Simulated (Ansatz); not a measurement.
# Worked sum: formation energy of FeSi (P2₁3) from the elements

We look at the formation energy of FeSi (P2₁3) from the elements. Reaction: Si (diamond) + Fe (bcc) → FeSi (P2₁3). A negative value means that the right-hand side lies lower. The value is per atom of the solid.

FeSi (P2₁3), 8 atoms in the cell; spin state with PBE: no moments. Conventional cell: a = b = c = 4.4477 Å, α = β = γ = 90.00°.

Fe (bcc, Im-3m), 1 atom in the cell; spin state with PBE: net moment 2.2 μB a cell.

Method: Ansatz (a quantum-chemistry and plane-wave program), PAW, neutral cells at 0 K with nuclei at rest, on structures from PBE. Ansatz runs with its default PAW set. Other levels take these structures. The lattices are those relaxed with PBE, so at other levels the solids can be strained, which adds to the spread. A dispersion term (D3(BJ), or D4 for r2SCAN) was computed beside these levels and is taken off wherever the name lacks it. No search over spin orders was made beyond those shown.

Total energies of the cells in eV, at zero smearing width. They compare only within one column; the weights balance every element.

| cell | atoms | weight | PBE | LDA |
|---|---|---|---|---|
| FeSi (P2₁3) | 8 | +1 | -20469.26227 | -20119.81948 |
| Si (diamond) | 2 | −2 | -1271.61962 | -1217.27963 |
| Fe (bcc) | 1 | −4 | -4480.48514 | -4419.88342 |

PBE: (-20469.26227) − 2 × (-1271.61962) − 4 × (-4480.48514) = -4.082 eV; dividing by 8 atoms gives -0.51 eV/atom.

LDA: (-20119.81948) − 2 × (-1217.27963) − 4 × (-4419.88342) = -5.727 eV; dividing by 8 atoms gives -0.72 eV/atom.

What follows from the PBE value: A formula unit of FeSi has 2 atoms, so it forms with -0.5103 × 2 = -1.021 eV, or -98.5 kJ/mol at 96.485 kJ/mol per eV.
